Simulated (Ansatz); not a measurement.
The parent structure is MgSe in the rock salt structure (space group Fm-3m, No. 225; a = 5.4724 Å).

Level of theory: plane-wave PAW DFT at the r2SCAN level (Ansatz, a program for electronic structure, 500 eV), no SOC.

Base values:

| Property | Value |
|---|---|
| Hole mass | 0.20, 0.79, 0.79 mₑ (at Γ) |
| Valley order | X along ⟨100⟩ 2.48 eV; Γ 3.44 eV |
| Electron mass | 0.48 mₑ along k, 0.25 mₑ across (at X) |

Now apply this change: every lattice vector is shortened by 3.00 %; the atoms relax in the strained cell.

Q: Estimate the effect on the hole mass, valley order and electron mass.

A: The hole mass (degenerate bands, along [100]) changes from 0.20, 0.79, 0.79 mₑ (at Γ) to 0.21, 0.71, 0.71 mₑ (at Γ); the valley order (the lowest conduction-band minima on the path, energy above the VBM, named in the base's zone) changes from X along ⟨100⟩ 2.48 eV; Γ 3.44 eV to X along ⟨100⟩ 2.63 eV; Γ 4.13 eV; the electron mass becomes 0.50 mₑ along k, 0.25 mₑ across (at X) (base: 0.48 mₑ along k, 0.25 mₑ across (at X)).

The levels and masses belong to the bands next to the band gap. Effective masses come from finite differences of ±0.01 Å⁻¹. Along k means along the line from Γ to the band edge. Stability against distortions was not tested.
